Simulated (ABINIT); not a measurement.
Worked example: self-consistent single point of LiCa6Ge (Fm-3m, 8 atoms in the cell) in ABINIT.

Computed with PBEsol, norm-conserving pseudopotentials (PseudoDojo nc-sr-04 PBEsol standard) (plane waves; ABINIT).

The change in words: lattice scaled by 0.98. Reference geometry:
```xyz
8
Lattice="0.0000 5.0968 5.0968 5.0968 0.0000 5.0968 5.0968 5.0968 0.0000" Properties=species:S:1:pos:R:3 pbc="T T T"
Li     5.0968     5.0968     5.0968
Ca     0.0000     2.5484     2.5484
Ca     2.5484     5.0968     2.5484
Ca     5.0968     2.5484     2.5484
Ca     2.5484     0.0000     2.5484
Ca     2.5484     2.5484     5.0968
Ca     2.5484     2.5484     0.0000
Ge     0.0000     0.0000     0.0000
```

Reference input (self-consistent single point, DFT, PBEsol, plane waves, norm-conserving pseudopotentials (PseudoDojo nc-sr-04 PBEsol standard)): pseudos = [Li.upf, Ca.upf, Ge.upf]; ecut = 78 Ry; ixc = -116133; occopt = 7; tsmear = 0.2 eV; ngkpt = 4 4 4; nshiftk = 1; shiftk = 0 0 0; potentials = PseudoDojo nc-sr-04 PBEsol standard; nband = 49; kptopt = 1; nstep = 80. This run's input differs from it in these lines:

```diff
@@ -5,5 +5,5 @@
 rprim
-        -0.0000000000    9.6314710743    9.6314710743
-         9.6314710743   -0.0000000000    9.6314710743
-         9.6314710743    9.6314710743   -0.0000000000
+         0.0000000000    9.4388418418    9.4388418418
+         9.4388418418    0.0000000000    9.4388418418
+         9.4388418418    9.4388418418   -0.0000000000
 natom 8
```

Log, with long lists cut:

```
--- !BeginCycle
solver: {iscf: 7, nstep: 80, nline: 4, wfoptalg: 0, }
tolerances: {tolvrs: 1.00E-10, }
...

     iter   Etot(hartree)      deltaE(h)  residm     vres2
 ETOT  1  -324.33710770071    -3.243E+02 6.557E-01 6.736E+03
 ETOT  2  -327.17124953303    -2.834E+00 4.254E-02 1.610E+04
 ETOT  3  -328.01903707084    -8.478E-01 1.291E-02 3.079E+03
 ETOT  4  -328.19270825927    -1.737E-01 5.319E-03 5.351E+02
 ETOT  5  -328.21509917348    -2.239E-02 2.365E-03 2.571E+02
   [... 11 lines left out ...]
 ETOT 17  -328.23252686680     3.695E-12 2.405E-04 1.041E-10
 ETOT 18  -328.23252686683    -2.353E-11 9.924E-05 2.881E-10
 ETOT 19  -328.23252686679     3.286E-11 1.354E-04 3.715E-10
 ETOT 20  -328.23252686680    -4.036E-12 7.162E-05 2.394E-11
 At SCF step   20       vres2   =  2.39E-11 < tolvrs=  1.00E-10 =>converged.

 Cartesian components of stress tensor (hartree/bohr^3)
  sigma(1 1)= -1.30960069E-05  sigma(3 2)=  0.00000000E+00
  sigma(2 2)= -1.30960069E-05  sigma(3 1)=  0.00000000E+00
  sigma(3 3)= -1.30960069E-05  sigma(2 1)=  0.00000000E+00

 ----iterations are completed or convergence reached----

 reduced coordinates (array xred) for    8 atoms
       0.500000000000      0.500000000000      0.500000000000
       0.500000000000      0.000000000000      0.000000000000
       0.500000000000      0.000000000000      0.500000000000
       0.000000000000      0.500000000000      0.500000000000
       0.000000000000      0.500000000000      0.000000000000
       0.500000000000      0.500000000000      0.000000000000
   [... lines left out ...]
 Fermi (or HOMO) energy (hartree) =   0.16287   Average Vxc (hartree)=  -0.31601
 Fermi (or HOMO) energy (eV) =   4.43182   Average Vxc (eV)=  -8.59913
   [... lines left out ...]
total_energy        : -3.28232526866799E+02
total_energy_eV     : -8.93166128391023E+03
band_energy         : -4.88905292293006E+01
...

-Cartesian components of stress tensor (GPa)         [Pressure=  3.8530E-01 GPa]
- sigma(1 1)= -3.85297761E-01  sigma(3 2)=  0.00000000E+00
- sigma(2 2)= -3.85297761E-01  sigma(3 1)=  0.00000000E+00
- sigma(3 3)= -3.85297761E-01  sigma(2 1)=  0.00000000E+00

 Calculation completed.
```

The run converged in 20 iterations. Against the reference run the free energy drops by 3.3 meV/atom and the pressure goes from -0.87 to 0.39 GPa.

The starting cell comes from a database of computed structures (which also holds hypothetical and non-ambient phases and stackings), without a prior relaxation at this level. For this run, on top of that: lattice scaled by 0.98.

Cost on one core of a shared machine: roughly 7 min.
